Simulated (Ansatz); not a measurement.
Take KMgF$_{3}$ in the cubic perovskite structure (space group Pm-3m, No. 221; a = 3.991 Å) as the base. Axes: x, y, z lie along the cube axes.

The values are results of DFT with PBEsol, PAW potentials and a 420 eV plane-wave cutoff in Ansatz (a first-principles code), no spin-orbit coupling, not measurements.

It is then changed as follows: uniaxial strain ε_zz = −3.00 %, all other strain components held at zero; the atoms relax in the strained cell.

Problem. What happens to the energy relative to the base?

Solution. The energy increases by 5.5 meV/atom.

Problem. Estimate the effect on the stress.

Solution. The stress (xx, yy, zz, yz, xz, xy; compression positive) comes out as (1.29, 1.29, 4.88, 0.00, 0.00, 0.00) GPa.

No phonon test of stability was made.
